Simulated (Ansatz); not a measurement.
## BF3 on Si(111):H with two OH

Substrate model: Si(111) 1x1 surface, 6 top atoms, 3 bilayers, bottom bilayer H-capped and fixed, every top atom capped by H; cell 11.5 x 6.6 Å; two neighbouring H replaced by OH; about 7 Å thick over the host's atoms, 18 atoms held. Computed with PBE-D3(BJ) (plane waves to 420 eV, PAW; Ansatz, a program for electronic structure). Sampling: 1x2x1 k points. The slab states were run without spin polarisation. Slab thickness, cell and mesh are as stated and are not converged limits. Electronic energies at 0 K: ends relaxed, saddle points by climbing-image NEB or a search from the band's top, no zero-point energy. The saddle order is not shown. The ends were relaxed from one prepared geometry each.

1. The surface fragment of BF3 exchanges a second ligand with a neighbouring O-H group, starting from the surface left by an earlier step (BF3 exchanges a ligand with a surface O-H group and HF forms), after HF has left: the path holds the step and a further gradual relaxation: its top lies 1.33 eV over the relaxed start, the energy is near +0.08 eV before the rise and +0.54 eV after the fall, and the fully relaxed end lies at +0.43 eV. Moving HF into the gas changes the energy by +0.38 eV.
2. H2O attacks the fragment of BF3 (once exchanged) and HF forms, starting from the surface left by an earlier step (BF3 exchanges a ligand with a surface O-H group and HF forms), after HF has left: the path holds the step and a further gradual relaxation: its top lies 1.06 eV over the relaxed start, the energy is near +0.11 eV before the rise and +0.23 eV after the fall, and the fully relaxed end lies at +0.17 eV (the top comes from a saddle search, the energies along the path from an unfinished band). The reagent first adsorbs with -0.46 eV. Moving HF into the gas changes the energy by +0.42 eV.
3. H2O attacks the fragment of BF3 (twice exchanged) and HF forms, starting from the surface left by an earlier step (the surface fragment of BF3 exchanges a second ligand with a neighbouring O-H group), after HF has left: the path holds the step and a further gradual relaxation: its top lies 0.92 eV over the relaxed start, the energy is near +0.05 eV before the rise and +0.07 eV after the fall, and the fully relaxed end lies at -0.04 eV (the top comes from a saddle search, the energies along the path from an unfinished band). The reagent first adsorbs with -0.23 eV. Moving HF into the gas changes the energy by +0.42 eV.

Negative energies mean that energy is released. Adsorption energies are against the free molecule and the surface state that the step starts from.

Tried once and not found as planned:
- BF3, bound to one O-H group, takes the H of a neighbouring group, which it binds too: the run ended elsewhere (formed: H(47)-O(48), H(49)-F(a2); broken: O(46)-H(47), O(48)-H(49), B(a0)-F(a2)).
